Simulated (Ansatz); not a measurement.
Data:

```xyz
2
Lattice="3.7914 0.0000 0.0000 0.0000 3.7914 0.0000 1.8957 -1.8957 2.7520" Properties=species:S:1:pos:R:3 pbc="T T T"
Si     3.7914     0.0000     2.7520
Si     1.8957     0.0000     1.3760
```

No spin polarisation.

All numbers come from plane-wave PAW DFT at the r2SCAN level (Ansatz, a first-principles code, 500 eV), no spin-orbit coupling, earlier PAW set. k-mesh 10×10×10 (Γ-centred); smearing 0.05 eV (Fermi–Dirac).

Problem. What is the computed pressure (mean of the normal stresses, compression positive)?

Solution. 1.94 GPa.

Problem. What gap character does the calculation give?

Solution. Indirect, Γ → Γ–X (87 % along).

The cells carry an imposed strain or load. Stability against distortions was not tested. The cell was made from Si in the diamond structure (space group Fd-3m, No. 227) by this change: biaxial strain −1.51 %, plane normal [001], relaxed out of plane.
